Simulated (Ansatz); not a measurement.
## Effect of pressure −2 GPa on PbAu2

The reference is PbAu2 in the cubic Laves (MgCu2 type) structure (space group Fd-3m, No. 227; a = 7.9527 Å).

Now apply this change: a negative pressure, −2 GPa.

Computed with PBEsol in Ansatz (plane waves to 420 eV, PAW, no spin-orbit coupling). Γ-centred 10×10×10 mesh, Fermi–Dirac width 0.05 eV.

```tsv
quantity	base	changed	shift
volume per atom	20.96 Å³	21.38 Å³	+0.42 Å³
density	15.88 g/cm³	15.56 g/cm³	-0.314 g/cm³
shortest interatomic distance	2.812 Å	2.830 Å	+0.0188 Å
enthalpy H = E + PV relative to the base's energy	–	-0.26 eV/atom	–
band gap	zero	zero	–
```

Cost of the whole job for the changed cell (relaxation, final SCF and bands): very roughly 110 core-seconds.

With Au and Pb present, leaving out spin-orbit coupling can change the band edges. Load acts through the strain it causes; cell and atoms are relaxed under it. Stability against distortions was not tested.

Ansatz is a first-principles code.
